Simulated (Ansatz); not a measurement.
MgS (I4/mmm), PBEsol with spin-orbit coupling, rigid bands run with Ansatz (an electronic-structure program): Condition of this run: biaxial stress xx = yy = -2 GPa (compression positive) (the target of the relaxation). band gap 2.57 eV, N_c = 5.89e18 cm⁻³ and N_v = 4.41e19 cm⁻³ at 300 K, conductivity masses along x (a = (0.00, 2.62, 2.57) Å; b = (2.62, 0.00, 2.57) Å; c = (2.62, 2.62, 0.00) Å) of 0.312 mₑ (electrons) and 1.09 mₑ (holes). Take k_BT = 0.02585 eV.

Task: A film of it is 2 nm thick, with its normal along the direction named. Estimate the confinement energies in an infinite well.

Result: ħ²π²/(2m t²) = 0.376 eV·nm²/(m/mₑ × t²) gives 301 meV for electrons and 86.2 meV for holes, so the gap would widen to about 2.96 eV. Finite barriers and nonparabolic bands lower this, and with several valleys or bands the heaviest mass along the normal sets the lowest level, not this average.

Task: What thermal injection velocity √(2k_BT/πm) limits a ballistic channel along the direction named?

Result: 9.63e6 cm/s for electrons and 5.15e6 cm/s for holes, a ratio of √(m_h/m_e) = 1.87, for dilute carriers.

Task: Find the intrinsic carrier density and the intrinsic Fermi level.

Result: n_i = √(N_c N_v) exp(−E_g/2k_BT) = 1.61e19 × exp(−49.71) = 4.2e-3 cm⁻³. The level lies (k_BT/2) ln(N_v/N_c) = 26 meV from mid-gap (positive towards the conduction band). Each 0.1 eV added to the gap lowers n_i by a factor of 6.9.

Rigid, parabolic bands with the computed gap; masses take one relaxation time for all states.
